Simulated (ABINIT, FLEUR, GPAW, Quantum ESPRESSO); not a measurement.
**Bulk modulus against equilibrium volume of zinc-blende CdS (space group 216) over programs and functionals**

Each row is a third-order Birch-Murnaghan fit to seven to nine volumes of zinc-blende CdS (space group 216) in one program and functional, each with its own basis, cutoff and mesh; V0 is in Å^3/atom and B0 in GPa. Along one equation of state d ln B/d ln V = -B', so if levels differed mainly by where they put the minimum, ln B0 would fall on a line in ln V0 with a slope near -B0'.

| program, functional, potentials | ln V0 | ln B0 | V0 (Å^3/atom) | B0 (GPa) |
|---|---|---|---|---|
| GPAW, LDA, PAW | 3.169 | 4.227 | 23.78 | 68.5 |
| ABINIT, LDA, PseudoDojo | 3.172 | 4.220 | 23.86 | 68.0 |
| Quantum ESPRESSO, LDA, GBRV | 3.178 | 4.217 | 23.99 | 67.8 |
| GPAW, PBEsol, PAW | 3.204 | 4.128 | 24.63 | 62.1 |
| ABINIT, PBEsol, PseudoDojo | 3.207 | 4.117 | 24.71 | 61.4 |
| Quantum ESPRESSO, PBEsol, GBRV | 3.212 | 4.115 | 24.83 | 61.2 |
| GPAW, PBE, PAW | 3.255 | 3.989 | 25.93 | 54.0 |
| ABINIT, PBE, PseudoDojo | 3.260 | 3.978 | 26.04 | 53.4 |
| FLEUR, PBE, all-electron | 3.261 | 3.981 | 26.07 | 53.6 |
| Quantum ESPRESSO, PBE, PSlibrary PAW | 3.263 | 3.982 | 26.12 | 53.6 |
| Quantum ESPRESSO, PBE, GBRV | 3.264 | ? | 26.16 | ? |

Problem. Fit ln B0 against ln V0 with a straight line, and predict the withheld value at ln V0 = 3.264.

Solution. With u = ln V0 - 3.218, the rows have u = -0.049000, -0.046000, -0.040000, -0.014000, -0.011000, -0.006000, 0.037000, 0.042000, 0.043000, 0.045000. Means: u 0.00010000, ln B0 4.0954. About the means, the sum of products is -0.036745 and the sum of squares of u is 0.013477; the slope is their ratio. Least squares gives ln B0 = 4.0957 - 2.727·u. Residuals (row less fit): -0.0023, -0.0011, 0.0122, -0.0059, -0.0087, 0.0029, -0.0058, -0.0032, 0.0026, 0.0090; standard error 0.0071 (degrees of freedom: 8). The slope is -2.7; the rows' own B0' run from 4.6 to 4.6, so the line is flatter than -B0': at one and the same volume the levels with the larger V0 are the stiffer ones. At the withheld row, u = 0.046000, so ln B0 = 4.0957 - 2.727 × 0.046000 = 3.9703. The calculation gives 3.975, 0.0047 above the prediction (1.9 % of the range of ln B0 in the table). The row lies outside the fitted rows, so this is an extrapolation. From the scatter of the fitted rows alone, a prediction at this place has a standard error of 0.0080, so the miss is 0.6 times that.

This is a metastable polymorph. The runs keep the symmetry of the cell, so they don't test it for distortions. FLEUR's values depend on its sphere radii, cutoffs and local orbitals, which need not be converged. Spin polarisation is off; occupations are Fermi-Dirac, smeared by 0.05 eV in metals and 0.01 eV otherwise. Cutoffs and mesh are single choices, not tested for convergence of this quantity. No row is a reference.
